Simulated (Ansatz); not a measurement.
Input and output of a self-consistent single point for Ti2CS (P3m1, 8 atoms in the cell) (Ansatz, a first-principles code).

Method: PBEsol, default PAW files made with PBE (plane waves; Ansatz).

```yaml
crystal:
  lattice:
    - [3.19581, 0.00000, 0.00000]
    - [-1.59791, 2.76766, 0.00000]
    - [0.00000, 0.00000, 11.19187]
  atoms:
    - { symbol: Ti, position: [0.33333, 0.66667, 0.40531] }
    - { symbol: Ti, position: [0.66667, 0.33333, 0.59916] }
    - { symbol: Ti, position: [0.66667, 0.33333, 0.90084] }
    - { symbol: Ti, position: [0.33333, 0.66667, 0.09916] }
    - { symbol: C, position: [0.00000, 0.00000, 0.50000] }
    - { symbol: C, position: [0.00000, 0.00000, 0.00000] }
    - { symbol: S, position: [0.66667, 0.33333, 0.25000] }
    - { symbol: S, position: [0.33333, 0.66667, 0.75000] }
```

Reference input (self-consistent single point, DFT, PBEsol, plane waves, default PAW files made with PBE): basis.ecutwfc = 30.9 Ry; kpoints.mp_grid.grid = 12 12 3; hamiltonian.xc = pbesol; hamiltonian.pseudopotentials = {kind: paw} (the program's default PAW files); scf.occupations.method = gaussian; scf.occupations.width = 0.0073 Ry. This run's input differs from it in these lines:

Ansatz 0.2 input:
```diff
@@ -19,3 +19,3 @@
   mp_grid:
-    grid: [12, 12, 3]
+    grid: [11, 11, 3]
 hamiltonian:
@@ -27,3 +27,3 @@
     method: gaussian
-    width: 0.0073 Ry
+    width: 0.0015 Ry
 output:
```

Log, with long lists cut:

```
SCF iter   1: F=—  HF=-12169.844450 eV  |F-HF|=—  |Δ(HF+E_count)|=         —  Δρ=7.40e-3  dr2=7.66e-2  ethr=1.77e-3  ⟨swp⟩=6.0  Hψ=6944  notcnv=0  defer=1
all-band conjugate gradients solve this SCF's bands
preconditioner: auto → Resta (q_TF=auto, 2.563 Å⁻¹)
SCF iter   2: F=—  HF=-12169.828213 eV  |F-HF|=—  |Δ(HF+E_count)|=   1.62e-2  Δρ=3.26e-3  dr2=1.35e-2  ethr=1.13e-4  ⟨swp⟩=2.0  Hψ=2734  notcnv=0  defer=108
SCF iter   3: F=—  HF=-12169.825202 eV  |F-HF|=—  |Δ(HF+E_count)|=   3.01e-3  Δρ=6.21e-4  dr2=3.81e-4  ethr=1.98e-5  ⟨swp⟩=2.2  Hψ=2646  notcnv=0  defer=108
SCF iter   4: F=—  HF=-12169.825162 eV  |F-HF|=—  |Δ(HF+E_count)|=   3.99e-5  Δρ=1.93e-4  dr2=2.67e-5  ethr=5.61e-7  ⟨swp⟩=2.0  Hψ=2374  notcnv=0  defer=108
SCF iter   5: F=—  HF=-12169.825129 eV  |F-HF|=—  |Δ(HF+E_count)|=   3.34e-5  Δρ=4.04e-5  dr2=1.43e-6  ethr=3.92e-8  ⟨swp⟩=2.0  Hψ=2313  notcnv=0  defer=108
SCF iter   6: F=-12169.825129 eV  HF=-12169.825129 eV  |F-HF|=4.50e-8  |Δ(HF+E_count)|=   2.64e-7  Δρ=8.83e-6  dr2=8.51e-8  ethr=1.47e-10  ⟨swp⟩=9.1  Hψ=6951  notcnv=0
SCF 1 converged in 6 iterations: F = -12169.825129 eV  dr2 = 8.51e-8
Free energy (F): -12169.825129 eV
Internal energy: -12169.824306 eV  (E = F + TS)
E sigma→0 (E₀):  -12169.824718 eV
Entropy (-TS):   -0.000823 eV (-0.103 meV/atom)
Fermi energy:    14.374107 eV
--- Forces (eV/Å), atoms counted from 1 ---
  atom   1  Ti     0.00000000    -0.00000000    -0.89181732
  atom   2  Ti    -0.00000000     0.00000000     0.36573419
  atom   3  Ti    -0.00000000     0.00000000    -0.10750927
  atom   4  Ti     0.00000000    -0.00000000     0.21932489
  atom   5  C     -0.00000000     0.00000000     0.26333514
  atom   6  C      0.00000000    -0.00000000    -0.01370409
  atom   7  S     -0.00000000     0.00000000     0.14701167
  atom   8  S      0.00000000    -0.00000000     0.01758859
--- Stress (GPa, compression-positive) ---
       -4.064595       0.000000       0.000000
        0.000000      -4.064595      -0.000000
        0.000000      -0.000000      -2.994283
  P = ⅓ Tr σ = -3.7078 GPa (-37.078 kbar)
  The stress holds the Pulay correction. Without it, at fixed plane waves, as pw.x and ABINIT print it: P = -3.8181 GPa
```

The run converged in 6 iterations. Against the reference run the free energy stays essentially unchanged (within 1 meV/atom), the pressure hardly changes (-3.68 to -3.71 GPa) and the largest force goes from 0.873 to 0.892 eV/Å.

The starting cell comes from a database of computed structures (which also holds hypothetical and non-ambient phases and stackings), without a prior relaxation at this level. Its lattice was rescaled by up to half a per cent. One atom was moved a little off its site on purpose. Spin polarisation is off, so a magnetic state, if there is one, cannot be reached. With a pressure of about -4 GPa the cell is away from its equilibrium volume at this level. Ansatz's pressure includes its estimate of the finite-basis (Pulay) stress.
